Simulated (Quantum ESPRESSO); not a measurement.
## What a tighter setting buys: ecutwfc, CaBPd3 (Pm-3m, 5 atoms in the cell)

```
CaBPd3
1.0
    4.27842     0.00000     0.00000
    0.00000     4.27842     0.00000
    0.00000     0.00000     4.27842
Ca B Pd
1 1 3
Direct
  0.50000   0.50000   0.50000
  0.00000   0.00000   0.00000
  0.50000   0.00000   0.00000
  0.00000   0.50000   0.00000
  0.00000   0.00000   0.50000
```

Method: PBEsol, GBRV 1.5 ultrasoft (PBESOL) pseudopotentials (plane waves; Quantum ESPRESSO).

Base settings: ecutwfc = 40 Ry; ecutrho = 320 Ry; occupations = smearing; smearing = marzari-vanderbilt; degauss = 0.0073499 Ry; potentials = {Ca: ca_pbesol_v1.uspp.F.UPF, B: b_pbesol_v1.4.uspp.F.UPF, Pd: pd_pbesol_v1.4.uspp.F.UPF}; K_POINTS = automatic 8 8 8 0 0 0; conv_thr = 1e-09 Ry.

Misses are taken against the tightest run, 80 Ry (ecutrho: 320 Ry → 640 Ry), which need not be fully converged itself. The energy is the free energy per atom.

The count of work is k-points × plane waves × bands × iterations; it is no time, and leaves out set-up, grids and terms that scale otherwise. Core times come from one kind of shared machine and are given to one figure; runs under 30 s give none.

The starting cell comes from a database of computed structures (which also holds hypothetical and non-ambient phases and stackings), without a prior relaxation at this level. Spin polarisation is off. In the base run, with a pressure of about -3 GPa the cell is away from its equilibrium volume at this level.

The runs (ecutwfc): 16 Ry (ecutrho: 320 Ry → 128 Ry) | 20 Ry (ecutrho: 320 Ry → 160 Ry) | 24 Ry (ecutrho: 320 Ry → 192 Ry) | 28 Ry (ecutrho: 320 Ry → 224 Ry) | 32 Ry (ecutrho: 320 Ry → 256 Ry) | 36 Ry (ecutrho: 320 Ry → 288 Ry) | 40 Ry | 46 Ry (ecutrho: 320 Ry → 368 Ry) | 52 Ry (ecutrho: 320 Ry → 416 Ry) | 60 Ry (ecutrho: 320 Ry → 480 Ry) | 70 Ry (ecutrho: 320 Ry → 560 Ry) | 80 Ry (ecutrho: 320 Ry → 640 Ry).

**Question.** Which is the coarsest setting among those run that, with all tighter ones, holds the energy within 20 meV/atom of the reference, and what does it save?

**Answer.** 36 Ry (ecutrho: 320 Ry → 288 Ry), off by 15 meV/atom; it needs 0.30 of the reference's count of work and about 0.2 of the reference's time.

**Question.** Which is the coarsest setting among those run that, with all tighter ones, holds the energy within 10 meV/atom of the reference, and what does it save?

**Answer.** 46 Ry (ecutrho: 320 Ry → 368 Ry), off by 8.1 meV/atom; it needs 0.44 of the reference's count of work and about 0.3 of the reference's time.

**Question.** For at most 0.2 times the reference's count of work, which run misses the energy least?

**Answer.** 24 Ry (ecutrho: 320 Ry → 192 Ry), with a miss of 2500 meV/atom at a count of 0.18.

**Question.** What does the step from 28 Ry (ecutrho: 320 Ry → 224 Ry) to 52 Ry (ecutrho: 320 Ry → 416 Ry) buy?

**Answer.** It takes the miss in the energy from 520 to 5.1 meV/atom, for 2.3 times the count of work and roughly 3 times the time.

| ecutwfc | energy less reference (meV/atom) | pressure less reference (GPa) | count of work / reference | core time / reference (rough) |
|---|---|---|---|---|
| 16 Ry (ecutrho: 320 Ry → 128 Ry) | 30114.72 | -934.86 | 0.11 | – |
| 20 Ry (ecutrho: 320 Ry → 160 Ry) | 9312.75 | -396.95 | 0.14 | – |
| 24 Ry (ecutrho: 320 Ry → 192 Ry) | 2487.68 | -143.47 | 0.18 | – |
| 28 Ry (ecutrho: 320 Ry → 224 Ry) | 523.62 | -41.92 | 0.23 | 0.2 |
| 32 Ry (ecutrho: 320 Ry → 256 Ry) | 84.95 | -9.18 | 0.25 | 0.2 |
| 36 Ry (ecutrho: 320 Ry → 288 Ry) | 15.33 | -0.99 | 0.30 | 0.2 |
| 40 Ry | 11.06 | 0.00 | 0.36 | 0.4 |
| 46 Ry (ecutrho: 320 Ry → 368 Ry) | 8.10 | -0.22 | 0.44 | 0.3 |
| 52 Ry (ecutrho: 320 Ry → 416 Ry) | 5.11 | -0.07 | 0.53 | 0.5 |
| 60 Ry (ecutrho: 320 Ry → 480 Ry) | 4.05 | -0.06 | 0.66 | 0.6 |
| 70 Ry (ecutrho: 320 Ry → 560 Ry) | 1.31 | -0.12 | 0.82 | 0.9 |
| 80 Ry (ecutrho: 320 Ry → 640 Ry) | 0.00 | 0.00 | 1.0 | 1 |
